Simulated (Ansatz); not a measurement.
Base system: SnS₂ in the CdI2 type structure (space group P-3m1, No. 164; layered, stacked along the Cartesian z axis).

```yaml
crystal:
  lattice:
    - [3.62596, 0.00000, 0.00000]
    - [-1.81298, 3.14018, 0.00000]
    - [0.00000, 0.00000, 5.57353]
  atoms:
    - { symbol: Sn, position: [0.00000, 0.00000, 0.00000] }
    - { symbol: S, position: [0.33333, 0.66667, 0.26441] }
    - { symbol: S, position: [0.66667, 0.33333, 0.73559] }
```

Cartesian axes are those of the cell as printed.

Calculations: PBEsol-D3(BJ) in Ansatz (plane waves to 420 eV, PAW, spin-orbit coupling left out), earlier PAW set.

For the base:

| Property | Result |
|---|---|
| Band gap | 0.96 eV |

One thing is altered: uniaxial strain ε_zz = +3.53 %, all other strain components held at zero; the atoms relax in the strained cell.

### Question
What happens to the largest internal atomic displacement?

### Answer
The largest internal atomic displacement is 0.046 Å.

### Question
How does this affect the band gap?

### Answer
The band gap grows by 0.22 eV (0.96 eV → 1.18 eV).

No phonon test of stability was made.

Ansatz is a program for electronic structure.
